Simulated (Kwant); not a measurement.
System: circular cavity between two wires in a GaAs two-dimensional gas. Effective mass 0.067 mₑ, grid spacing 12 nm, hard walls, nominal width 150 nm (13 grid rows, so walls 168 nm apart), one parabolic valley, scattering region 1000 nm long along x; energies count from the band bottom; Fermi energy swept from 0.00019955 to 0.0029933 eV. Cavity of radius 220 nm, straight part 0 nm, centre moved sideways by 0 nm.

The device is made up for the run: typed textbook-type constants, with dimensions and the other settings drawn at random.

Model: effective-mass tight-binding model on a square grid, one spin, coherent transport at 0 K (Kwant). Conductance is in e²/h.

### Question
How many channels do the leads carry at E = 1.33, 2.45, 2.78 meV?

### Answer
The hard-wall thresholds are n² ħ²π²/(2mW²) = n² × 0.199 meV with W = 168 nm. √(1.33/0.199) = 2.58, so 2. √(2.45/0.199) = 3.51, so 3. √(2.78/0.199) = 3.74, so 3.
